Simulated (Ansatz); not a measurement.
Start from GeSe in the wurtzite structure (space group P6_3mc, No. 186; a hypothetical phase, not in the database extracts checked).

```xyz
4
Lattice="4.7902 0.0000 0.0000 -2.3951 4.1484 0.0000 0.0000 0.0000 5.8625" Properties=species:S:1:pos:R:3 pbc="T T T"
Ge     2.3951     1.3828     0.2035
Ge     0.0000     2.7656     3.1347
Se     2.3951     1.3828     3.4617
Se     0.0000     2.7656     0.5305
```

Cartesian axes are those of the cell as printed.

Method: Ansatz (a program for electronic structure) PBE, no spin-orbit coupling, earlier PAW set.

One thing is altered: the cell is scaled by 1.0218 in all directions, atoms relaxed at fixed cell.

**Question.** Predict the stress tensor and what it implies for the stiffness.

**Answer.** Stress of the strained cell less that of the base (GPa, compression positive):
```
  -2.11    0.00    0.00
   0.00   -2.11    0.00
   0.00    0.00   -1.35
```

Then B = −ΔP/(ΔV/V₀) with ΔV/V₀ = 0.0668 gives secant stiffness values (nonlinear terms included at this strain): B (at held cell shape, above the free-shape value) ≈ 28 GPa.

As a check, the harmonic strain energy −½ V₀ Δσ:ε is 11 meV/atom; the computed energy rise is 12 meV/atom.

Stability against distortions was not tested.
